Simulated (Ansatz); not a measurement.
```xyz
2
Lattice="4.3224 0.0000 0.0000 2.1612 3.7433 0.0000 2.1612 -1.2478 3.6821" Properties=species:S:1:pos:R:3 pbc="T T T"
K      0.0000     0.0000     0.0000
Cl     2.1612     1.2478     1.8411
```

No spin polarisation.

Calculations: PBEsol (Ansatz, an electronic-structure program; PAW; 420 eV plane waves; spin-orbit coupling left out). Settings: 9×9×9 k-points, 0.05 eV Fermi–Dirac smearing.

**Question.** What is the computed pressure (mean of the normal stresses, compression positive)?

**Answer.** 3.9 kbar.

**Question.** Estimate the band gap.

**Answer.** 5.13 eV.

**Question.** Predict the space group.

**Answer.** R-3m (No. 166).

The cells carry an imposed strain or load. Stability against distortions was not tested. The cell was made from KCl in the rock salt structure (space group Fm-3m, No. 225) by this change: biaxial strain −2.08 %, plane normal [111], relaxed out of plane.
